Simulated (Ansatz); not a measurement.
The parent structure is ZnS in the wurtzite structure (space group P6_3mc, No. 186; a = 3.738 Å, c = 6.143 Å). Axes: x lies along a and z along c of the hexagonal cell.

The values are results of LDA, PAW, 420 eV (Ansatz, a first-principles code; spin-orbit coupling left out), not measurements.

Strains are applied to the cell and any free atomic positions relax; under biaxial strain the out-of-plane vector relaxes too.

One change was made to it. Results:

```json
[
 {"quantity": "electron mass", "base": "0.15 mₑ along c, 0.18 mₑ across (at Γ)", "after": "0.16 mₑ out of plane, 0.17 mₑ in plane (at Γ)"},
 {"quantity": "pressure (mean of the normal stresses, compression positive)", "base": "0.00 GPa", "after": "-1.33 GPa"},
 {"quantity": "valence-band top at Γ (three highest levels, from the VBM)", "base": "0.00, 0.00, -0.10 eV", "after": "0.00, 0.00, 0.00 eV"}
]
```

### Question
Which of these changes matches the shifts?
A) biaxial strain +3.00 %, plane normal [001], relaxed out of plane
B) biaxial strain +1.20 %, plane normal [001], relaxed out of plane
C) biaxial strain +0.60 %, plane normal [001], relaxed out of plane
D) biaxial strain +1.80 %, plane normal [001], relaxed out of plane

### Answer
B, biaxial strain +1.20 %, plane normal [001], relaxed out of plane. For comparison, the valence-band top at Γ in the other runs: biaxial strain +1.80 %, plane normal [001], relaxed out of plane gives 0.00, -0.04, -0.04 eV; biaxial strain +0.60 %, plane normal [001], relaxed out of plane gives 0.00, 0.00, -0.05 eV; biaxial strain +3.00 %, plane normal [001], relaxed out of plane gives 0.00, -0.11, -0.11 eV.

The levels and masses belong to the bands next to the band gap. Effective masses come from finite differences of ±0.01 Å⁻¹. Whether these cells are dynamically stable was not tested.
